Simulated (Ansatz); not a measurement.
System: TbRh2 (Fd-3m, No. 227). Method: r²SCAN+rVV10 in Ansatz (plane waves, PAW).

Run with plane-wave cutoff 560 eV, 14×14×14 k mesh, Fermi–Dirac smearing 0.05 eV, spin-polarised with parallel moments, scalar-relativistic PAW data made under PBE.

Computed at the level's own relaxed cell.

Problem. Give the computed lattice parameter a.

Solution. 
lattice parameter a: 7.463 Å

Note: the magnetic order was assumed, not searched for or taken from measurement; the 4f shell is treated without U or exact exchange, so its levels and filling can be wrong.

Spin–orbit coupling is not included.

The computed numbers hold no vibrational or temperature effects.

Cost on a shared machine: about 13 core-minutes (a rough figure).

Ansatz is a first-principles code.
